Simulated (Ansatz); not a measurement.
PbSe: response to strain

Take PbSe in the rock salt structure (space group Fm-3m, No. 225; a = 6.2178 Å) as the base.

Strains are applied to the cell and any free atomic positions relax.

All numbers come from DFT with PBE, PAW potentials and a 420 eV plane-wave cutoff in Ansatz (a quantum-chemistry and plane-wave program), no SOC.

| isotropic strain (%) | band gap (eV) |
|---|---|
| 0 | 0.43 |
| 0.73 | ? |
| 0.93 | 0.51 |
| 4.95 | 0.76 |

### Question
Fit E_g = E₀ + Dε (ε in %) to the rows shown and predict the withheld row.

### Answer
Least squares on the printed values gives E₀ = 0.44 eV, D = 65.3 meV per % of strain (largest residual 0.01 eV); this predicts 0.49 eV, and the run gives 0.49 eV, in agreement.

With Pb present, leaving out spin-orbit coupling can change the band edges. Stability against distortions was not tested.
